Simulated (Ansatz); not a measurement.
## GaN in the wurtzite structure (space group P6_3mc, No. 186)

GaN has the hexagonal space group P6₃mc (No. 186), the wurtzite structure, Pearson symbol hP4. Conventional cell: a = 3.218 Å, b = 3.218 Å, c = 5.243 Å, α = 90.00°, β = 90.00°, γ = 120.00°. Ga on 2b has 4 N at 1.967–1.975 Å (tetrahedral). N on 2b is surrounded by 4 Ga at 1.967–1.975 Å (tetrahedral). (Neighbours: up to the widest gap in distance over summed covalent radii, below 1.35, at either atom; cation-cation and far metal-metal contacts left out.)

Computed with PBE in Ansatz (plane waves to 420 eV, PAW, spin-orbit coupling left out). k-mesh 12×12×6 (Γ-centred); smearing 0.05 eV (Fermi–Dirac).

| Item | Value |
|---|---|
| Volume per atom | 11.76 Å³ |
| Density | 5.91 g/cm³ |
| Band gap | 1.71 eV, direct at Γ |
| Electron mass | 0.14 mₑ along c, 0.16 mₑ across |
| Lowest conduction-band minima above the VBM | Γ 1.71 eV |
| Total energy | -2083.959 eV/atom (σ→0; compares only within this code and set-up) |

Effective masses come from finite differences of ±0.01 Å⁻¹. Semilocal Kohn–Sham gaps tend to fall short of experiment. Whether these cells are dynamically stable was not tested.

Ansatz is a quantum-chemistry and plane-wave program.
